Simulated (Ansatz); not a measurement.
Output of an Ansatz run (abridged):

```
WARN basis.ecutwfc = 420 eV, the default
WARN ansatz: RAYON_NUM_THREADS=1 ignored (pool sized by the plan → 1); use --threads N
Pseudopotentials: kind: paw
Pseudopotential: Ti, paw, valence charge 12
Pseudopotential: Ag, paw, valence charge 19
Crystal: 4 atoms, lattice volume = 69.393 Å³
Basis set: ecut = 420 eV, 1337 PW (Γ), exchange–correlation on 60×60×54 points (8 copies of the dense FFT grid, shifted against one another)
Bands: 33, of which v1, the nominal top of the filled ones, is band 28 counted from 1 (27 counted from 0)
Symmetry: 16 space group operations
Space group: P4/mmm (ITA 123), of the structure as read, at distance tolerance 4.1e-5 Å
k-points: 126 of 1100
PAW frozen core: Ti, regenerated for the run's functional, and the local potential with it
PAW frozen core: Ag, regenerated for the run's functional, and the local potential with it
Initial density: superposition of atomic densities (neutral atoms: chi_scale 0, normalization atom), corrected by the library's trained network
Initial wavefunctions: pseudopotential atomic-orbital guess
Eigensolver: davidson
Functional: x = pbesol(κ = 0.804, μ = 0.12345679012345678), c = pbesol(β = 0.046)
SCF iter   1: F=—  HF=-14943.597374 eV  |F-HF|=—  |Δ(HF+E_count)|=         —  Δρ=9.62e-3  dr2=6.75e-2  ethr=1.77e-3  ⟨swp⟩=3.1  Hψ=12576  notcnv=0
all-band conjugate gradients solve this SCF's bands
preconditioner: auto → Kerker (q_TF=auto, 2.625 Å⁻¹)
SCF iter   2: F=—  HF=-14943.584174 eV  |F-HF|=—  |Δ(HF+E_count)|=   1.32e-2  S|Δr|=    0.00e0  Δρ=3.40e-3  dr2=8.38e-3  ethr=1.23e-4  ⟨swp⟩=2.0  Hψ=7074  notcnv=0  defer=105
SCF iter   3: F=—  HF=-14943.582336 eV  |F-HF|=—  |Δ(HF+E_count)|=   1.84e-3  S|Δr|=    0.00e0  Δρ=8.50e-4  dr2=3.89e-4  ethr=1.52e-5  ⟨swp⟩=2.0  Hψ=6041  notcnv=0  defer=105
SCF iter   4: F=—  HF=-14943.582279 eV  |F-HF|=—  |Δ(HF+E_count)|=   5.71e-5  S|Δr|=    0.00e0  Δρ=2.76e-4  dr2=5.06e-5  ethr=7.08e-7  ⟨swp⟩=2.4  Hψ=5339  notcnv=0  defer=105
SCF iter   5: F=—  HF=-14943.582153 eV  |F-HF|=—  |Δ(HF+E_count)|=   1.25e-4  S|Δr|=    0.00e0  Δρ=7.13e-5  dr2=4.43e-6  ethr=9.20e-8  ⟨swp⟩=2.9  Hψ=7488  notcnv=0  defer=105
SCF iter   6: F=—  HF=-14943.582152 eV  |F-HF|=—  |Δ(HF+E_count)|=   9.79e-7  S|Δr|=    0.00e0  Δρ=1.44e-5  dr2=1.52e-7  ethr=8.06e-9  ⟨swp⟩=2.0  Hψ=4653  notcnv=0  defer=105
SCF iter   7: F=-14943.582152 eV  HF=-14943.582152 eV  |F-HF|=1.57e-8  |Δ(HF+E_count)|=   1.93e-8  S|Δr|=    0.00e0  Δρ=4.53e-6  dr2=1.83e-8  ethr=1.82e-10  ⟨swp⟩=6.8  Hψ=14099  notcnv=0
SCF 1 converged in 7 iterations: F = -14943.582152 eV  dr2 = 1.83e-8
SCF converged after 7 iterations
Stability not checked (fill_not_monotonic)
Free energy (F): -14943.582152 eV
Harris-Foulkes:  -14943.582152 eV  (|F-HF|=1.57e-8)
Internal energy: -14943.580096 eV  (E = F + TS)
E sigma→0 (E₀):  -14943.581467 eV
Entropy (-TS):   -0.002056 eV (-0.514 meV/atom)
Fermi energy:    14.106902 eV
--- Per-component energies (eV) ---
  E_band       = -742.751976
  E_kinetic    = 1340.479376
  E_local      = -4926.371818  (includes V_loc(G=0)·N_el)
  E_nonlocal   = 107.875749
  E_hartree    = 2125.683566
  E_xc         = -473.839369
  E_vxc        = -598.977302  (∫ρ·V_xc dr)
  E_paw        = -6898.519062  (= ΣΔE_a)
  E_vpaw       = -917.126936  (= ΣTr[D̂ρ^β])
  E_aug_tail   = 0.000638  (compensation charges beyond the density's cutoff)
  E_ewald      = -6219.630067
  E_core_change = 0.740892  (= ΣΔE_core)
  E_smearing   = -0.002056  (= −TS)
  E_closure    = 0.000000  (closes the sum)
  Σ components = -14943.582152   (vs F -14943.582152, Δ=0.00e0)
--- Forces (eV/Å), atoms counted from 1 ---
  atom   1  Ti    -0.00000000     0.00000000    -0.00000000
   [... zero for the other atoms too ...]
  max |Σ_I F_I| component: 1.25e-28 eV/Å
--- Stress (GPa, compression-positive) ---
       -6.907321      -0.000000      -0.000000
       -0.000000      -6.907321      -0.000000
       -0.000000      -0.000000      -4.446238
  P = ⅓ Tr σ = -6.0870 GPa (-60.870 kbar)
  The stress holds the Pulay correction. Without it, at fixed plane waves, as pw.x and ABINIT print it: P = -6.1051 GPa
--- Band table (eV; the first three rows and the last of 126) ---
  k-point 0: bands = ["-78.3117", "-42.3973", "-42.3059", "-42.2067", "-41.7692", "-41.7657", "-41.7657", "-18.9159", "-18.9159", "-18.8927", "-18.6981", "-18.6648", "-18.6648", "-18.4424", "-18.4424", "-18.3779", "7.4663", "8.6132", "8.6580", [...]
  k-point 1: bands = ["-78.3117", "-42.3959", "-42.3059", "-42.2086", "-41.7688", "-41.7657", "-41.7657", "-18.9103", "-18.9103", "-18.8864", "-18.6994", "-18.6644", "-18.6644", "-18.4487", "-18.4487", "-18.3873", "7.5613", "8.6539", "8.6825", [...]
  k-point 2: bands = ["-78.3117", "-42.3921", "-42.3057", "-42.2136", "-41.7677", "-41.7657", "-41.7657", "-18.8945", "-18.8945", "-18.8682", "-18.7027", "-18.6630", "-18.6630", "-18.4669", "-18.4669", "-18.4139", "7.8373", "8.7485", "8.7723", [...]
  k-point 125: bands = ["-78.3117", "-42.3379", "-42.3379", "-42.2312", "-41.7705", "-41.7661", "-41.7661", "-18.9956", "-18.9133", "-18.9133", "-18.9076", "-18.5791", "-18.4826", "-18.4826", "-18.4765", "-18.3322", "8.7377", "8.7377", "8.7765", [...]
```

The structure:

```xyz
4
Lattice="4.1899 0.0000 0.0000 0.0000 4.1899 0.0000 0.0000 0.0000 3.9528" Properties=species:S:1:pos:R:3 pbc="T T T"
Ti     0.0000     2.0950     1.9764
Ti     2.0950     0.0000     1.9764
Ag     0.0000     0.0000     0.0000
Ti     2.0950     2.0950     0.0000
```

Problem. Write an input that gives this output.

Solution. Other spellings and defaults could give the same log, and not every line can be read from it. The input that was run (DFT, PBEsol, plane waves, default PAW files made with PBE):

Ansatz 0.2 input:
```yaml
# Ti3Ag
crystal:
  lattice:
    - [4.189931, 0.000000, 0.000000]
    - [0.000000, 4.189931, 0.000000]
    - [0.000000, 0.000000, 3.952765]
  atoms:
    - { symbol: Ti, position: [0.000000, 0.500000, 0.500000] }
    - { symbol: Ti, position: [0.500000, 0.000000, 0.500000] }
    - { symbol: Ag, position: [0.000000, 0.000000, 0.000000] }
    - { symbol: Ti, position: [0.500000, 0.500000, 0.000000] }
kpoints:
  mp_grid:
    grid: [10, 10, 11]
hamiltonian:
  xc: pbesol
  pseudopotentials:
    kind: paw
scf:
  occupations:
    method: cold
    width: 0.05
output:
  forces: true
  eigenvalues: true
  stress: true
```

The starting cell comes from a database of published, mostly measured structures (it also holds non-ambient and calculated ones), without a prior relaxation at this level. Its lattice was rescaled by a random factor within 2.5 % of one. Spin polarisation is off. With a pressure of about -6 GPa the cell is away from its equilibrium volume at this level. Ansatz's pressure includes its estimate of the finite-basis (Pulay) stress.

Ansatz is a first-principles code.
